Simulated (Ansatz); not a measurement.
Worked example: relaxation of cell and atoms of Ge2W (I4/mmm, 3 atoms in the cell) in Ansatz (a program for electronic structure).

Method of the run: PBEsol, PAW files made with PBE (plane waves; Ansatz).

The change in words: atoms on their sites; basis.ecutwfc: 420 eV → 840 eV; relax: default → cell and atoms. Reference geometry:
```xyz
3
Lattice="-1.6706 1.6706 4.1092 1.6706 -1.6706 4.1092 1.6706 1.6706 -4.1092" Properties=species:S:1:pos:R:3 pbc="T T T"
Ge     0.0000     0.0000     2.8245
Ge     0.0000     0.0000     5.4440
W      0.0000     0.0000     0.0000
```

Reference input (self-consistent single point, DFT, PBEsol, plane waves, PAW files made with PBE): basis.ecutwfc = 420 eV; kpoints.mp_grid.grid = 8 8 8; hamiltonian.xc = pbesol; hamiltonian.pseudopotentials = {kind: paw} (the program's default PAW files); scf.occupations.method = gaussian; scf.occupations.width = 0.1 eV. This run's input differs from it in these lines:

Ansatz 0.2 input:
```diff
@@ -7,3 +7,3 @@
   atoms:
-    - { symbol: Ge, position: [0.343674, 0.343674, 0.000000] }
+    - { symbol: Ge, position: [0.337590, 0.337590, 0.000000] }
     - { symbol: Ge, position: [0.662410, 0.662410, 0.000000] }
@@ -11,3 +11,3 @@
 basis:
-  ecutwfc: 420.0 eV
+  ecutwfc: 840.0 eV
 kpoints:
@@ -19,2 +19,4 @@
   occupations: { method: gaussian, width: 0.1 eV }
+relax:
+  cell: {}
 output:
```

The program printed (abridged):

```
   [... SCF lines of the steps left out ...]
relax step   1: F+E_penalty+E_count = -18764.66744230 eV  Δ(F+E_penalty+E_count) = +0.000e0 eV  max|allowed force component| = 4.353e-2 eV/Å  Δτ_max = 0.0000 Å  P = -4.624 GPa  Ω = 45.874 Å³  (8 SCF iters, dr2 threshold 1.00e-7 eV, accepted)
relax step   2: F+E_penalty+E_count = -18764.66449632 eV  Δ(F+E_penalty+E_count) = +2.946e-3 eV  max|allowed force component| = 5.810e-2 eV/Å  Δτ_max = 0.0012 Å  P = +5.268 GPa  Ω = 43.594 Å³  energy of the carried Pulay correction = +3.763e-5 eV  [...]
relax step   3: F+E_penalty+E_count = -18764.68489968 eV  Δ(F+E_penalty+E_count) = -1.746e-2 eV  max|allowed force component| = 1.099e-3 eV/Å  Δτ_max = 0.0008 Å  P = -0.254 GPa  Ω = 44.785 Å³  energy of the carried Pulay correction = +1.774e-5 eV  [...]
relax step   4: F+E_penalty+E_count = -18764.68494914 eV  Δ(F+E_penalty+E_count) = -4.946e-5 eV  max|allowed force component| = 1.229e-3 eV/Å  Δτ_max = 0.0002 Å  P = +0.012 GPa  Ω = 44.722 Å³  energy of the carried Pulay correction = +1.877e-5 eV  [...]
relax step   5: F+E_penalty+E_count = -18764.68492976 eV  Δ(F+E_penalty+E_count) = +1.938e-5 eV  max|allowed force component| = 1.302e-3 eV/Å  Δτ_max = 0.0000 Å  P = +0.012 GPa  Ω = 44.722 Å³  stress off target by 1.48e-2 GPa  SCF on the basis [...]
basis re-selected at this cell: Δ(F+E_penalty+E_count) = +1.938e-5 eV, ΔP = +0.000 GPa vs the last step
the relaxation is at rest under the 16 symmetry operations that the run kept from its start: a minimum is not shown …
Stability not checked: this state was not tested for a lower state beside it, because too few of the mixer's solves of this state at the end of the SCF gave a …
Free energy (F): -18764.684930 eV
Internal energy: -18764.680823 eV  (E = F + TS)
   [... lines left out ...]
Fermi energy:    17.772938 eV
  cell:  # Å, volume = 44.7221 Å³
   [... lines left out ...]
    - [1.6538357000408106, -1.6538357000408106, 4.087687202841846]
    - [1.6538357000408106, 1.6538357000408106, -4.087687202841846]
  atoms:
    - { symbol: Ge, position: [0.33747034781691465, 0.33747034781691465, -1.6766512993198506e-34] }
    - { symbol: Ge, position: [0.6625296521830856, 0.6625296521830856, -1.1575977987658234e-34] }
    - { symbol: W, position: [5.496764188282511e-21, 5.4967641882827645e-21, 2.8655794692262202e-34] }
```

The run converged. 

Summary of the result:
```
Property                                                                                   Result
-----------------------------------------------  ------------------------------------------------
Free energy E − TS (on the zero of these files)                                    -18764.6849 eV
Fermi level (on the code's own zero)                                                     17.77 eV
Pressure                                                                                 0.01 GPa
Largest force (vector length)                                                          0.001 eV/Å
Final cell                                       a = b = c = 4.710 Å, α = β = 138.88°, γ = 59.55°
Final volume per atom                                                                    14.91 Å³
Relaxation steps                                                                                5
```

The starting cell comes from a database of computed structures (which also holds hypothetical and non-ambient phases and stackings), without a prior relaxation at this level. Its lattice was rescaled by up to half a per cent. Spin polarisation is off. The relaxation keeps the symmetry of its start, so its end need not be a minimum. Ansatz's pressure includes its estimate of the finite-basis (Pulay) stress.
